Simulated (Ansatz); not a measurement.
The starting structures come from a database of crystals and need not be the phases stable at ambient conditions.

Consider the following.

```xyz
3
Lattice="3.0579 0.0000 0.0000 -1.5289 2.6482 0.0000 1.5289 0.8827 2.4968" Properties=species:S:1:pos:R:3 pbc="T T T"
Be     1.5289     0.8827     0.6242
Be     1.5289     2.6482     1.8726
C      0.0000     0.0000     0.0000
```

The cell is taken as given; by PBEsol it stands under a pressure of -1.9 GPa.

Transport runs along the normal of the first two printed cell vectors, the (111) plane of the conventional cell.

The gap is the functional's own, uncorrected, and κ follows it; spin-orbit coupling is left out. Mid-gap means the computed energy nearest the middle.

Problem. Predict the band gap and the smallest decay constant κ at mid-gap from PBEsol in Ansatz (a program for electronic structure).

Solution. Gap 1.07 eV on a 14×14×14 mesh; κ = 0.130 1/Å, at the zone centre.
